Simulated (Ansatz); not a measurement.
Functionals compared on the (210) surface of fcc Ir in its 1x1 cell, outermost plane spacing 0.87 Å in the ideal cut, in Ansatz (plane waves, PAW). The structure was relaxed with PBE; the other rows are single points on it, each with its references at the same level. Cutoff 420 eV (500 eV for r2SCAN).

Set-up: 13 atoms, 10.4 Å thick at the start (thin: gaps and levels are the slab's own); mesh 11x9x1; 0.1 eV smearing; dipole correction on; all atoms relaxed; held to the part of the start's symmetry that mesh and held atoms allow; no spin, no spin-orbit, no U. These notes are the PBE run's.

| functional | surface energy (J/m²) | work function of the top face (eV) | rough cost of the single point |
|---|---|---|---|
| PBE | 3.06 | 5.00 | – |
| LDA | 3.71 | 5.36 | very roughly 6 core-minutes |
| PBEsol | 3.54 | 5.11 | around 6 core-minutes (rough) |
| RPBE | 2.79 | 4.84 | roughly 7 core-minutes |
| r2SCAN | 3.32 | 5.02 | about 11 core-minutes (a rough figure) |

Ansatz is a program for electronic structure.
